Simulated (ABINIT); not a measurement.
ABINIT 10.0.3, DFT, PBE, plane waves, JTH v2.0 PBE PAW: hcp Ru (Ru8), 8 atoms. Basis and mesh were picked for this test and aren't claimed converged.

```text
pseudos "Ru.GGA_PBE-JTH.xml"
acell 3*1.0 Angstrom
rprim
   5.4120000000    0.0000000000    0.0000000000
  -2.7060000000    4.6869290000    0.0000000000
   0.0000000000    0.0000000000    4.2820000000
natom 8
ntypat 1
znucl 44
typat
1 1 1 1 1 1 1 1
xred
   0.0000000000    0.0000000000    0.0000000000
   0.1666670000    0.3333330000    0.5000000000
   0.0000000000    0.5000000000    0.0000000000
   0.1666670000    0.8333330000    0.5000000000
   0.5000000000    0.0000000000    0.0000000000
   0.6666670000    0.3333330000    0.5000000000
   0.5000000000    0.5000000000    0.0000000000
   0.6666670000    0.8333330000    0.5000000000
ecut 15.0
pawecutdg 30.0
pawovlp -1
nband 80
ngkpt 6 6 6
nshiftk 1
shiftk 0 0 0
nstep 100
tolvrs 1e-09
chkprim 0
chksymtnons 0
chksymbreak 0
occopt 3
tsmear 0.005
prtwf 0
prtden 0
prteig 0
prtebands 0
timopt -2
paral_kgb 1
np_spkpt 16
npband 2
npfft 1
bandpp 40
wfoptalg 114
```

The program reports k-points after symmetry: 28, bands: 80, symmetry operations: 96.

Hardware: AMD EPYC (Zen 5), 96 cores on 1 socket, no SMT, 12 L3 cache groups; 94 cores' worth of CPU time may be used.

Each time is the median wall time of two to five repeats, run one at a time on the otherwise empty machine; start-up is included. Unless noted, each process is bound to its own block of adjacent cores. The times hold for this build (conda-forge: MPICH, OpenBLAS, FFTW3, no OpenMP, no ScaLAPACK). Scratch files lie in a memory file system.

Started as
```bash
OMP_NUM_THREADS=1 mpirun -np 32 abinit run.abi
```
(32 ranks, bandpp = 40) it takes 8.6 s and 8 SCF iterations.

**Question.** What happens to the run time with bandpp = 2?

**Answer.** About 6.4 s (2 runs within 1 %): 1.3× as fast. The largest move is in solving the bands at each k-point (vtowfk): 5.6 s to 3.7 s. What the program resolved moves too: bandpp from 40 to 2. SCF iterations go from 8 to 9. Change in the result: energy under 0.001 meV/atom, pressure under 0.001 GPa.
